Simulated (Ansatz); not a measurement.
Start from CdSe in the wurtzite structure (space group P6_3mc, No. 186; a = 4.340 Å, c = 7.078 Å).

All numbers come from r2SCAN (Ansatz, a quantum-chemistry and plane-wave program; PAW; 500 eV plane waves; scalar-relativistic without spin-orbit coupling), earlier PAW set.

Before the change:

| Quantity | Result |
|---|---|
| Electron mass | 0.093 mₑ along c, 0.100 mₑ across (at Γ) |
| Band gap | 1.10 eV |

The change: an isotropic linear strain of +3.81 %; the atoms relax in the strained cell.

Problem. How does this affect the energy relative to the base, electron mass and band gap?

Solution. The energy goes up by 53 meV/atom; the electron mass goes from 0.093 mₑ along c, 0.100 mₑ across (at Γ) to 0.080 mₑ along c, 0.085 mₑ across (at Γ); the band gap drops by 0.27 eV to 0.83 eV.

Effective masses come from finite differences of ±0.01 Å⁻¹. No phonon test of stability was made.
